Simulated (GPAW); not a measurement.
Band structure of PtSe2 (P-3m1, 3 atoms in the cell).

```xyz
3
Lattice="1.8187 -3.1502 0.0000 1.8187 3.1502 0.0000 0.0000 0.0000 4.9540" Properties=species:S:1:pos:R:3 pbc="T T T"
Pt     0.0000     0.0000     0.0000
Se     1.8187     1.0501     1.2633
Se     1.8187    -1.0501     3.6907
```

Level of theory: PBE, GPAW PAW datasets PBE (gpaw-data 1.0.1) (plane waves; GPAW 25.7.0).

Settings: mode = pw; ecut = 600 eV; xc = PBE; kpts = 8 8 5; mesh shift (steps) = 0 0 0; occupations.name = fermi-dirac; occupations.width = 0.02 eV; nbands = -9; convergence.forces = 0.001 eV/Å; symmetry.symmorphic = false; symmetry.tolerance = 0.0005; maxiter = 150; bandpath_npoints = 40.

The starting cell has typed, rounded lattice constants, without a prior relaxation at this level. Its lattice was rescaled by a random factor within 2.5 % of one. Spin-orbit coupling is off. Spin polarisation is off.

Levels in eV from the Fermi level, bands 11 to 18:
```tsv
point	11	12	13	14	15	16	17	18
Γ	-2.93	-1.17	-1.17	0.42	1.37	1.37	3.36	4.63
M	-3.88	-3.87	-3.76	-3.21	0.55	2.47	4.99	5.79
K	-4.19	-2.98	-2.03	-2.03	-0.11	-0.11	3.93	7.74
A	-3.35	-1.76	-1.70	-1.70	2.41	2.41	4.73	6.70
L	-3.89	-3.55	-3.04	-1.54	0.82	1.66	4.52	4.74
H	-4.74	-4.09	-2.84	-2.84	2.10	2.10	6.98	7.25
```

Bands cross the Fermi level along this path, so the cell is metallic at this level.
